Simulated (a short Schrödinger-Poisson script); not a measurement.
Stack: MOS inversion layer, SiO2 on p-type GaAs, at 300 K.

```tsv
layer	material	thickness (nm)	Na (cm⁻³)
1	SiO2	3.4	-
2	GaAs	400	1.5e18
```

Constants are typed, rounded textbook-type inputs, not results; the design itself was drawn at random and stands for no fabricated device. SiO2: permittivity 3.9, conduction-band edge (eV) 3.17, gap (eV) 9, electron mass (mₑ) 0.5. GaAs: permittivity 12.9, conduction-band edge (eV) 0, gap (eV) 1.424, Nv at 300 K (cm⁻³) 9e18.

Channel valleys (confinement mass, in-plane density-of-states mass, number): Γ 0.067, 0.067, 1. At the gate the conduction-band edge of layer 1 lies 3.41 eV − eVg above the Fermi level of the channel; the field vanishes at the back. Gaps are held at their typed values at every temperature. Mesh 0.03 nm at interfaces.

Solved with a short Schrödinger-Poisson script written for these runs: 1D Poisson equation in equilibrium, electrons classical, Fermi-Dirac, parabolic valleys, classical holes, full ionisation, no traps, pinning or gate leakage.

The same stack at other levels of the model or other numerical settings:

| run | sheet density of all electrons at Vg = 3.3 V (cm⁻²) | sheet density of all electrons at Vg = 1.5 V (cm⁻²) | capacitance at Vg = 3.3 V (μF/cm²) | centroid of the channel electrons at Vg = 3.3 V (nm) | rough cost against the base |
|---|---|---|---|---|---|
| base | 8.69e12 | 8.52e11 | 0.790 | 1.59 | about 1 |
| electrons treated as classical, Boltzmann | 1.25e13 | 1.58e12 | 0.994 | 0.24 | 0.2 |
| electrons treated as quantum, Hartree | 8.50e12 | 3.64e11 | 0.796 | 1.80 | 3 |
| electrons treated as quantum, Hartree plus LDA exchange-correlation | 8.69e12 | 4.17e11 | 0.799 | 1.76 | 5 |
| mesh six times as coarse | 8.61e12 | 8.24e11 | 0.786 | 1.67 | 0.3 |

The classical rows ignore confinement, and Boltzmann statistics overrate the density once the band edge passes the Fermi level.

Above a few 1e12 electrons/cm² a light Γ valley is non-parabolic and upper valleys begin to fill, which the model leaves out.
